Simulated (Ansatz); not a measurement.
The reference is CaF₂ in the fluorite structure (space group Fm-3m, No. 225; a = 5.421 Å).

Perturbation: a negative pressure, −1 GPa.

Levels (all Ansatz, a program for electronic structure, PAW): PBEsol (420 eV, without spin-orbit coupling); r2SCAN (500 eV, no spin-orbit coupling).

The geometry is relaxed with PBEsol.

* **PBEsol smallest direct gap**: 7.44 eV
* **PBEsol lowest conduction level above the VBM at special points**: Γ 7.18 eV; X 8.06 eV; U 8.32 eV; K 8.32 eV
* **PBEsol electron mass**: 0.55 mₑ (at Γ)

Predict the smallest direct gap, lowest conduction level above the VBM at special points and electron mass from r2SCAN.

The smallest direct gap rises by 0.846 eV, from 7.44 eV to 8.28 eV; the lowest conduction level above the VBM at special points changes from Γ 7.18 eV; X 8.06 eV; U 8.32 eV; K 8.32 eV to Γ 8.02 eV; X 8.78 eV; U 9.06 eV; K 9.06 eV; the electron mass becomes 0.56 mₑ (at Γ) (PBEsol: 0.55 mₑ (at Γ)).

Single points use the geometry relaxed with PBEsol. Their cutoffs differ, which shifts pressures a little. Load acts through the strain it causes; cell and atoms are relaxed under it. Effective masses come from finite differences of ±0.01 Å⁻¹. Whether these cells are dynamically stable was not tested.
